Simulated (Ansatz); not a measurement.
Results of r²SCAN (plane waves, PAW; Ansatz, a program for electronic structure) for NaBH4 (P4₂/nmc, No. 137, 12 atoms in the cell; start mp-1101862).

Numerical settings: plane-wave cutoff 500 eV, 10×10×8 k mesh (along the axes of the cell as run), Fermi–Dirac smearing 0.05 eV, scalar-relativistic PAW data made under PBE.

Cell (relaxed at this level):

NaBH4 has the tetragonal space group P4₂/nmc, origin choice 1 (No. 137), Pearson symbol tP12. Lattice parameters: a = b = 4.294 Å, c = 5.802 Å, α = β = γ = 90.00°. Na on 2a sees 12 H at 2.418–2.533 Å and 6 B at 2.901–3.036 Å. B on 2b has 4 H at 1.219 Å and 6 Na at 2.901–3.036 Å. H on 8g is coordinated by 1 B at 1.219 Å and 3 Na at 2.418–2.533 Å (tetrahedral). (Neighbours: up to the widest gap in distance over summed covalent radii, below 1.35, at either atom; cation-cation and far metal-metal contacts left out.)

Q: Estimate the band gap that the calculation returns.

A: 
* **band gap**: 6.84 eV (on the SCF k mesh)

Note: the relaxation could not lower the start's symmetry, so the cell can be a saddle point above a distorted one.

Static lattice: no zero-point or thermal effects.

A start named mp-… is a Materials Project structure, which need not be a measured phase.
